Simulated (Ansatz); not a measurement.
Ansatz (a first-principles code) run on AgAu3 (I4mm, 4 atoms in the cell): self-consistent single point.

Level of theory: PBEsol, default PAW files made with PBE (plane waves; Ansatz).

The change in words: lattice scaled by 0.98; basis.ecutrho_ratio: default → 8. Reference geometry:
```xyz
4
Lattice="-2.0463 2.0463 4.1419 2.0463 -2.0463 4.1419 2.0463 2.0463 -4.1419" Properties=species:S:1:pos:R:3 pbc="T T T"
Ag     0.0000     0.0000     0.0500
Au     0.0000     2.0463     2.0710
Au     2.0463     0.0000     2.0710
Au     0.0000     0.0000     4.1419
```

Reference input (self-consistent single point, DFT, PBEsol, plane waves, default PAW files made with PBE): basis.ecutwfc = 420 eV; kpoints.mp_grid.grid = 8 8 8; hamiltonian.xc = pbesol; hamiltonian.pseudopotentials = {kind: paw} (the program's default PAW files); scf.occupations.method = fermi_dirac; scf.occupations.width = 0.1 eV. This run's input differs from it in these lines:

Ansatz 0.2 input:
```diff
@@ -3,5 +3,5 @@
   lattice:
-    - [-2.046323, 2.046323, 4.141932]
-    - [2.046323, -2.046323, 4.141932]
-    - [2.046323, 2.046323, -4.141932]
+    - [-2.005397, 2.005397, 4.059093]
+    - [2.005397, -2.005397, 4.059093]
+    - [2.005397, 2.005397, -4.059093]
   atoms:
@@ -13,2 +13,3 @@
   ecutwfc: 420.0 eV
+  ecutrho_ratio: 8
 kpoints:
```

The program printed (abridged):

```
SCF iter   1: F=—  HF=-46543.691413 eV  |F-HF|=—  |Δ(HF+E_count)|=         —  Δρ=7.92e-3  dr2=3.93e-2  ethr=1.77e-3  ⟨swp⟩=5.9  Hψ=8859  notcnv=0  defer=47
all-band conjugate gradients solve this SCF's bands
preconditioner: auto → Kerker (q_TF=auto, 2.798 Å⁻¹)
SCF iter   2: F=—  HF=-46543.683355 eV  |F-HF|=—  |Δ(HF+E_count)|=   8.06e-3  Δρ=2.80e-3  dr2=4.57e-3  ethr=5.18e-5  ⟨swp⟩=2.6  Hψ=4791  notcnv=0  defer=66
   [... lines left out ...]
SCF iter   4: F=—  HF=-46543.682027 eV  |F-HF|=—  |Δ(HF+E_count)|=   5.24e-5  Δρ=2.51e-4  dr2=2.90e-5  ethr=4.84e-7  ⟨swp⟩=2.3  Hψ=4546  notcnv=0  defer=66
SCF iter   5: F=—  HF=-46543.682007 eV  |F-HF|=—  |Δ(HF+E_count)|=   1.98e-5  Δρ=6.27e-5  dr2=2.80e-6  ethr=3.82e-8  ⟨swp⟩=2.6  Hψ=5184  notcnv=0  defer=66
SCF iter   6: F=—  HF=-46543.682006 eV  |F-HF|=—  |Δ(HF+E_count)|=   5.33e-7  Δρ=1.95e-5  dr2=4.06e-7  ethr=3.69e-9  ⟨swp⟩=2.4  Hψ=4224  notcnv=0  defer=66
SCF iter   7: F=-46543.682006 eV  HF=-46543.682006 eV  |F-HF|=1.70e-8  |Δ(HF+E_count)|=   8.65e-8  Δρ=6.94e-6  dr2=3.16e-8  ethr=1.32e-10  ⟨swp⟩=8.8  Hψ=11025  notcnv=0
SCF 1 converged in 7 iterations: F = -46543.682006 eV  dr2 = 3.16e-8
Free energy (F): -46543.682006 eV
Internal energy: -46543.646151 eV  (E = F + TS)
E sigma→0 (E₀):  -46543.664079 eV
Entropy (-TS):   -0.035855 eV (-8.964 meV/atom)
Fermi energy:    20.767434 eV
--- Forces (eV/Å), atoms counted from 1 ---
  atom   1  Ag    -0.00000000    -0.00000000    -0.35458363
  atom   2  Au     0.00000000     0.00000000     0.20743649
  atom   3  Au     0.00000000    -0.00000000     0.20743649
  atom   4  Au    -0.00000000     0.00000000    -0.06029266
--- Stress (GPa, compression-positive) ---
        6.104526       0.000000       0.000000
        0.000000       6.104526       0.000000
       -0.000000       0.000000       6.448430
  P = ⅓ Tr σ = 6.2192 GPa (62.192 kbar)
  The stress holds the Pulay correction. Without it, at fixed plane waves, as pw.x and ABINIT print it: P = 6.1679 GPa
```

The run converged in 7 iterations. Against the reference run the free energy rises by 5.8 meV/atom, the pressure goes from -3.73 to 6.22 GPa and the largest force goes from 0.255 to 0.355 eV/Å.

The starting cell comes from a database of computed structures (which also holds hypothetical and non-ambient phases and stackings), without a prior relaxation at this level. Its lattice was rescaled by up to half a per cent. One atom was moved a little off its site on purpose. For this run, on top of that: lattice scaled by 0.98. Ansatz's pressure includes its estimate of the finite-basis (Pulay) stress.
